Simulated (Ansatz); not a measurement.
**Pb_Ga+V_N (wurtzite GaN host)**

The numbers are results of PBE, PAW (plane waves to 420 eV; Ansatz, a program for electronic structure), not measurements. Cell: 96 sites, 3×2×2 repeats of a cell of 8 atoms; final energies on a 2×2×2 shifted mesh. Sites at the start: the Ga site; N 1.97 Å away. Energies of charged states are corrected for periodic images (point charge plus alignment at distant sites). Dielectric constants: PBE linear response of the host. Host gap at this level: 1.71 eV. A cell of this size leaves errors of a few tenths of an eV. PBE underestimates the host's gap, which shifts levels and can delocalise carriers. Spin–orbit coupling is left out, which matters for these heavy elements. Each state is the lowest found from its start.

The name describes the start; the neighbours show where the atoms ended.

Charges with a result: +2, +1, 0, −1. Others weren't obtained, and one of them could lie lower, also by skipping a charge.

| charge | moment (μB) | largest move off a lattice site (Å) | neighbours of the last Pb atom of the defect at the end (Å) | image correction with alignment (eV) |
|---|---|---|---|---|
| +2 | not spin-polarised | 0.42 | N 2.23, N 2.23, N 2.25 | 0.82 |
| +1† | 1.0 | 0.28 | N 2.25, N 2.25, N 2.28 | 0.26 |
| 0† | not spin-polarised | 0.32 | N 2.28, N 2.28, N 2.31 | 0.01 |
| −1* | 1.0 | 0.28 | N 2.29, N 2.31, N 2.34, Ga 3.00, Ga 3.01, Ga 3.03 | – |

* At this level the carrier isn't localised at the defect: at charge −1 electrons occupy the conduction band. Such a state is shallow or no state of the defect, and this cell gives it no level.

† Not settled in this cell, so no level is given: charge +1: carriers not clearly localised; charge 0: carriers not clearly localised.

Flagged in the runs: a host whose relaxation on this sampling wasn't shown to rest.

All states together cost around 9 core-hours (rough).
